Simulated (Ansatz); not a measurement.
# BiVO₄ (I4₁/a, No. 88; start COD 9012062; high-temperature phase): cohesive energy by level of theory

No measured value is used here.

```
level (code)         value (eV/atom)  cell (Å³/atom)
-------------------  ---------------  --------------
LDA (Ansatz)                    6.49           12.21
PBE (Ansatz)                    5.36           13.10
PBEsol (Ansatz)                 5.76           12.58
PBE-D3(BJ) (Ansatz)             5.58           12.82
r²SCAN (Ansatz)                 5.17           12.70
```

Density-functional levels without +SOC have no spin–orbit coupling, which shifts binding energies of heavy elements. LDA, PBE, PBEsol, PBE-D3(BJ), r²SCAN: the relaxation could not lower the start's symmetry, so the cell can be a saddle point above a distorted one. PBE, PBEsol, PBE-D3(BJ): the free atom's electronic state is in doubt. Each level is taken at its own relaxed cell. Cutoffs differ between the levels. Ansatz's density-functional and Hartree–Fock values are scalar-relativistic unless marked +SOC, with PAW data made under PBE.

Ansatz is a first-principles code.
